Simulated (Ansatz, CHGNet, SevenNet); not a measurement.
**Fluorite HfO2 (high-temperature phase): properties by level of theory**

| level (code) | lattice constant a (Å) | elastic constant C11 (GPa) | elastic constant C44 (GPa) | Voigt–Reuss–Hill shear modulus (GPa) |
|---|---|---|---|---|
| CHGNet-r²SCAN | 5.032 | [?] | [?] | 43.9 |
| SevenNet-0 | [?] | [?] | 72.2 | 106 |
| PBE0 (Ansatz) | 5.057 | 601 | [?] | 127 |

Question: What belongs in the gaps?

Answer: 
- CHGNet-r²SCAN, elastic constant C11 (GPa): 459
- CHGNet-r²SCAN, elastic constant C44 (GPa): 16.5
- SevenNet-0, lattice constant a (Å): 5.075
- SevenNet-0, elastic constant C11 (GPa): 482
- PBE0 (Ansatz, a program for electronic structure), elastic constant C44 (GPa): 78.5

Caveats: symmetry holds this phase in the static calculation, where it need not be a minimum (PBE0). Ansatz's density-functional and Hartree–Fock values are scalar-relativistic unless marked +SOC, with PAW data made under PBE.
